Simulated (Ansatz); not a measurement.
A constructed model of the (0001) surface of hcp Ti, a pseudomorphic layer of Re in the other hollow (bottom of the slab: a bare face, its two planes held)

Level of theory: PBE (plane waves to 420 eV, PAW; Ansatz, a program for electronic structure).

Model: 7-atom slab, 14.4 Å thick at the start, 15x15x1 mesh, Fermi-Dirac 0.1 eV, dipole correction, 2 atoms held, the rest relaxed; start symmetry kept, larger cells not searched; no spin, no spin-orbit, no U. In PBE it is, or lies within 0.01 eV a 1x1 cell of, the lowest of the 2 structures of its composition computed so far; larger cells were not tried.

```json
{
 "work_function_of_the_top_face": "4.49 eV",
 "energy_released_by_relaxation": "0.80 eV",
 "cost": "roughly 6 core-minutes"
}
```
